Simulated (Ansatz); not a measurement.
All values below come from PBE (plane waves to 420 eV, PAW; Ansatz, a program for electronic structure).

Plane-averaged electrostatic potential energy along the normal, in eV from the Fermi level, for the (100) surface of rock-salt TiN, C on all N sites of the top plane (bottom of the slab: a bare face, its two planes held):

```csv
z (Å),V (eV)
3.94,2.49
4.22,2.49
4.50,2.48
4.78,2.47
5.06,2.46
5.34,2.43
5.62,2.39
5.91,2.31
6.19,2.16
6.47,1.88
6.75,1.33
7.03,0.21
7.31,-2.40
7.59,-8.05
7.88,-15.18
8.16,-18.73
8.44,-16.17
8.72,-9.43
9.00,-3.79
9.28,-2.31
9.56,-5.16
9.84,-11.81
10.12,-17.87
10.41,-18.63
10.69,-13.57
10.97,-6.59
11.25,-2.78
11.53,-3.22
11.81,-7.84
12.09,-14.85
12.38,-18.94
12.66,-16.97
12.94,-10.36
13.22,-4.27
13.50,-2.27
13.78,-4.54
14.06,-11.03
14.34,-17.45
14.62,-18.79
14.91,-14.22
15.19,-7.36
15.47,-3.17
15.75,-3.11
16.03,-7.19
16.31,-14.05
16.59,-18.72
16.88,-17.46
17.16,-11.01
17.44,-4.38
17.72,-2.13
18.00,-4.53
18.28,-9.68
18.56,-15.65
18.84,-18.03
19.12,-13.87
19.41,-6.07
19.69,-0.43
19.97,1.96
20.25,3.03
20.53,3.53
20.81,3.76
21.09,3.87
21.38,3.92
21.66,3.94
21.94,3.95
22.22,3.96
22.50,3.96
22.78,3.96
23.06,3.96
23.34,3.96
```

Model: 12-atom slab, 10.6 Å thick at the start with caps and adatoms (thin: gaps and levels are the slab's own), 12x12x1 mesh, Fermi-Dirac 0.1 eV, dipole correction, 4 atoms held, the rest relaxed; start symmetry kept, larger cells not searched; no spin, no spin-orbit, no U. In PBE it lies 0.42 eV a 1x1 cell over the lowest computed structure of the same composition (C on all N sites of the second plane).

The surface cell has an area of 9.02 Å². What dipole along the normal does the step between the two vacuum levels imply?

the top vacuum level lies 1.47 eV above the bottom one; p = −ε₀ A ΔV (ε₀ = 0.005526 e/(V·Å)) gives -0.07 e·Å a cell.
